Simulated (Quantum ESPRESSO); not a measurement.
A user runs Quantum ESPRESSO on Ir (Fm-3m, 1 atom in the cell) and asks whether the run is sound. The aim is a self-consistent single point with DFT, LDA (PW92), plane waves, PseudoDojo standard norm-conserving (LDA) pseudopotentials.

Cell that was meant: a = 2.7573 Å, b = 2.7573 Å, c = 2.7573 Å, α = 60.00°, β = 60.00°, γ = 60.00°.

Part of the input:

```fortran
/
&ELECTRONS
    conv_thr = 1e-10
    mixing_beta = 1.0
    mixing_ndim = 1
/
ATOMIC_SPECIES
Ir   192.2170  Ir.upf
```

Output (repeated stretches shortened):

```
     Message from routine setup:
     using ibrav=0 with symmetry is DISCOURAGED, use correct ibrav instead
     G-vector sticks info
   [... lines left out ...]

     48 Sym. Ops., with inversion, found

   Cartesian axes

     site n.     atom                  positions (alat units)
         1        Ir     tau(   1) = (   0.0000000   0.0000000   0.0000000  )

     number of k points=   220  Marzari-Vanderbilt smearing, width (Ry)=  0.0037

     Number of k-points >= 100: set verbosity='high' to print them.

     Dense  grid:     7823 G-vectors     FFT dimensions: (  27,  27,  27)

     Initial potential from superposition of free atoms

     starting charge      16.9999, renormalised to      17.0000
     Self-consistent Calculation

     iteration #  1     ecut=    70.00 Ry     beta= 1.00

     Threshold (ethr) on eigenvalues was too large:
     Diagonalizing with lowered threshold

     total energy              =    -229.91008468 Ry
     estimated scf accuracy    <       0.01859843 Ry

     iteration #  2     ecut=    70.00 Ry     beta= 1.00

     total energy              =    -229.91239588 Ry
     estimated scf accuracy    <       0.02189756 Ry

     iteration #  3     ecut=    70.00 Ry     beta= 1.00

     total energy              =    -229.91737116 Ry
     estimated scf accuracy    <       0.00003694 Ry

     iteration #  4     ecut=    70.00 Ry     beta= 1.00

     total energy              =    -229.91738093 Ry
     estimated scf accuracy    <       0.00000089 Ry

     iteration #  5     ecut=    70.00 Ry     beta= 1.00

     total energy              =    -229.91738126 Ry
     estimated scf accuracy    <       0.00000028 Ry

     iteration #  6     ecut=    70.00 Ry     beta= 1.00
     End of self-consistent calculation

     Number of k-points >= 100: set verbosity='high' to print the bands.

     the Fermi energy is    24.0182 ev

!    total energy              =    -229.91738132 Ry
     estimated scf accuracy    <          5.8E-11 Ry
     smearing contrib. (-TS)   =       0.00000816 Ry
     internal energy E=F+TS    =    -229.91738948 Ry

     convergence has been achieved in   6 iterations

     Forces acting on atoms (cartesian axes, Ry/au):

     atom    1 type  1   force =     0.00000000    0.00000000    0.00000000

     Total force =     0.000000     Total SCF correction =     0.000000

          total   stress  (Ry/bohr**3)                   (kbar)     P=     -240.47
  -0.00163466   0.00000000  -0.00000000         -240.47        0.00       -0.00
   0.00000000  -0.00163466  -0.00000000            0.00     -240.47       -0.00
  -0.00000000  -0.00000000  -0.00163466           -0.00       -0.00     -240.47

   JOB DONE.
```

### Question
Is this run sound? If not, what is wrong?

### Answer
The results can be used. The input holds unsuitable density mixing, which can do harm: too large a step with little history lets the density overshoot, and too small a step makes little progress in the iterations allowed. Here it did none. The run converged in 6 iterations, and against the sound input the free energy stays essentially unchanged (within 1 meV/atom) and the pressure stays at -24.05 GPa.

An input that runs soundly differs in these lines (not the only fix; some lines may just follow from the change or write a value another way):
```diff
-    mixing_beta = 1.0
-    mixing_ndim = 1
+    mixing_beta = 0.4
```

With that input, the run converged in 8 iterations: free energy E − TS -3128.1853 eV; Fermi level (on the code's own zero) 24.02 eV; pressure -24.05 GPa (DFT, LDA (PW92), plane waves, PseudoDojo standard norm-conserving (LDA) pseudopotentials).

On the sound input: the starting cell comes from a database of computed structures (which also holds hypothetical and non-ambient phases and stackings), without a prior relaxation at this level. Its lattice was rescaled by a random factor within 2.5 % of one. Spin polarisation is off. With a pressure of about -24 GPa the cell is away from its equilibrium volume at this level.
